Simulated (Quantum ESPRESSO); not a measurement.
# σyz against shear in bcc W (space group 229): C44 (Quantum ESPRESSO, LDA)

```xyz
1
Lattice="-1.5687 1.5718 1.5718 1.5687 -1.5655 1.5655 1.5687 1.5655 -1.5655" Properties=species:S:1:pos:R:3 pbc="T T T"
W      0.0000     0.0000     0.0000
```

Method of the run: LDA (PZ), GBRV 1.5 ultrasoft (LDA) pseudopotentials (plane waves; Quantum ESPRESSO 7.5). Settings: ecutwfc = 52 Ry; ecutrho = 416 Ry; occupations = smearing; smearing = fd; degauss = 0.0036749 Ry; potentials = {W: w_lda_v1.2.uspp.F.UPF}; K_POINTS = automatic 38 38 38 0 0 0; conv_thr = 1e-10 Ry. The cell above is the first row's. The rows shear the cubic cell: the yz and zy parts of the deformation are each γ/2. At γ = 0 the shear stress vanishes by symmetry. Stress is positive in tension. In all rows the k mesh is held.

| γ (%) | σyz (GPa) |
|---|---|
| 0.4 | 0.612 |
| 0.8 | 1.222 |
| 1.2 | 1.829 |
| 1.6 | 2.434 |
| 2.0 | 3.038 |
| 2.4 | 3.644 |
| 2.8 | ? |

The 6 complete rows are fitted with a straight line, σyz against γ. With u = γ - 1.4, the rows have u = -1.0000, -0.6000, -0.2000, 0.2000, 0.6000, 1.0000. Means: u 0, σyz 2.1298. About the means, the sum of products is 4.2426 and the sum of squares of u is 2.8000; the slope is their ratio. Least squares gives σyz = 2.1298 + 1.51521·u. Residuals (row less fit): -0.0026, 0.0013, 0.0022, 0.0012, -0.0009, -0.0010; standard error 0.0020 (degrees of freedom: 4). The slope of the line, 1.51521 GPa per cent, gives C44 ≈ 100 × 1.51521 = 152 GPa, for the static lattice.

Q: What does the fit predict for σyz at γ = 2.8, and how far is the calculated value from it?

A: u = 1.4000, so σyz = 2.1298 + 1.51521 × 1.4000 = 4.2511 GPa. The calculation gives 4.254 GPa, 0.0029 GPa above the prediction (0.1 % of the range of σyz in the table). The row lies outside the fitted rows, so this is an extrapolation. From the scatter of the fitted rows alone, a prediction at this place has a standard error of 0.0028 GPa, so the miss is 1.0 times that.

Carrying the step between the two nearest rows on in a straight line would have given 4.250, off by 0.004; series whose last step already gives the withheld value aren't shown. The reference cell has the volume at which an earlier scan in this program and functional put its minimum by a fit. The unstrained cell stands at a pressure of -0.35 GPa, and the constants belong to that pressure. Spin polarisation is off. Spin-orbit coupling is off. Without a gap such slopes are sensitive to mesh and smearing. Cutoffs and mesh are single choices, not tested for convergence of this quantity. Series with a scatter that would blur these digits, or in which a gap closes, are not shown. Strain series were run only where this level's volume lies within 10 % of a first guess from the measured size.
